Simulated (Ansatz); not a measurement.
The reference is TiC in the rock salt structure (space group Fm-3m, No. 225; a = 4.261 Å; relaxed with 0.1 eV smearing). Axes: x, y, z lie along the cube axes.

Calculations: Ansatz (a program for electronic structure), LDA, PAW, cutoff 420 eV, no SOC.

Before the change:

The pressure is 0.0 GPa and the shortest interatomic distance comes out as 2.130 Å.

The change: tensile biaxial strain of 0.42 % in the plane normal to [111], as in epitaxy on a mismatched substrate; the out-of-plane cell vector and the atoms relax.

Predict the new out-of-plane strain.

The out-of-plane strain is -0.26 %.

What happens to the pressure?

The pressure (mean of the normal stresses, compression positive) goes from zero to -1.6 GPa.

Predict the new energy relative to the base.

The energy increases by 0.6 meV/atom.

What does the calculation give for the shortest interatomic distance after the change?

The shortest interatomic distance increases by 0.0041 Å (2.130 Å → 2.135 Å).

No phonon test of stability was made. The final runs are not spin-polarised.
